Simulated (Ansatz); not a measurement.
The reference is TiO2 in the rutile structure (space group P4_2/mnm, No. 136; a = 4.591 Å, c = 2.939 Å).

One thing is altered: every Ti is replaced by Ce, then cell and atoms are relaxed.

Levels (all Ansatz, a program for electronic structure, PAW): PBEsol (420 eV, spin-orbit coupling left out); r2SCAN (500 eV, no spin-orbit coupling); HSE06 (420 eV, without spin-orbit coupling).

At the geometry relaxed with PBEsol, these levels gave the following band gaps, in shuffled order: (a) 2.12 eV, (b) 3.92 eV, (c) 2.45 eV.

Question: Match each gap to its level.

Answer: (a) PBEsol; (b) HSE06; (c) r2SCAN.

Single points use the geometry relaxed with PBEsol. HSE06 was sampled on its mesh, a few special points and the semilocal edge points, so its gap is an upper bound. Whether these cells are dynamically stable was not tested. For CeO2 in this form, whether it has been made was not checked. Seeded moments were not kept for Ti → Ce. All final runs are without spin polarisation.
